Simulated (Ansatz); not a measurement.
# MoSe2: Mo → Re

The reference is MoSe$_{2}$ in the 2H-MoS2 type structure (space group P6_3/mmc, No. 194; a = 3.228 Å, c = 12.346 Å; layered, stacked along the Cartesian z axis).

It is then changed as follows: every Mo is replaced by Re, then cell and atoms are relaxed.

Computed with PBEsol-D3(BJ) (Ansatz, a quantum-chemistry and plane-wave program), without spin-orbit coupling, earlier PAW set. k-mesh 17×17×4 (Γ-centred); smearing 0.05 eV (Fermi–Dirac), for the changed cell.

The volume per atom falls by 0.92 Å³, from 18.56 Å³ to 17.64 Å³ and the density goes up by 3.23 g/cm³ (7.57 g/cm³ → 10.80 g/cm³). The lattice parameter a falls by 0.1113 Å to 3.116 Å and the c/a ratio grows by 0.213 (3.825 → 4.038). The space group stays P6_3/mmc (No. 194) and the shortest interatomic distance rises by 0.011 Å, from 2.503 Å to 2.514 Å. The band gap becomes zero (base: 0.54 eV).

Final structure:

```yaml
crystal:
  lattice:
    - [3.11638, 0.00000, 0.00000]
    - [-1.55819, 2.69886, 0.00000]
    - [0.00000, 0.00000, 12.58353]
  atoms:
    - { symbol: Re, position: [0.33333, 0.66667, 0.25000] }
    - { symbol: Re, position: [0.66667, 0.33333, 0.75000] }
    - { symbol: Se, position: [0.33333, 0.66667, 0.61049] }
    - { symbol: Se, position: [0.66667, 0.33333, 0.11049] }
    - { symbol: Se, position: [0.66667, 0.33333, 0.38951] }
    - { symbol: Se, position: [0.33333, 0.66667, 0.88951] }
```

Whether these cells are dynamically stable was not tested. As relaxed here, ReSe2 is a hypothetical phase, not in the database extracts checked. All final runs are without spin polarisation. ReSe2 has a high density of states at the Fermi level and may be magnetic at this level.
